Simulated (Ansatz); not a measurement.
System: 1T (CdI2-type) MgI2. Method: r²SCAN (PAW; Ansatz, a program for electronic structure).

Settings: plane-wave cutoff 500 eV, 12×12×6 k mesh (along the axes of the cell as run), gaussian smearing 0.02 eV, scalar-relativistic PAW data made under PBE.

Computed at the level's own relaxed cell.

Task: Give the computed equilibrium volume per atom, lattice constant a and lattice parameter c.

Result: 
- equilibrium volume per atom = 36.29 Å³/atom
- lattice constant a = 4.187 Å
- lattice parameter c = 7.172 Å

Measured, for comparison: lattice constant a 4.14 Å, lattice parameter c 6.88 Å (temperature not stated, copied from a table, unchecked, not corrected to a static lattice; as tabulated in Crystal Structures 1, 239 (1963)). Computed (rounded) less measured: lattice constant a not scored (unchecked), lattice parameter c not scored (unchecked).

Note: the cell comes from a level without a dispersion term, which matters for the spacing of layers, chains or molecules; the cell has widely spaced layers and the level no dispersion term, so their spacing and the moduli can rest on weak binding.

Spin–orbit coupling is not included.

The computed numbers hold no vibrational or temperature effects.

Cost on a shared machine: very roughly 6 core-minutes.
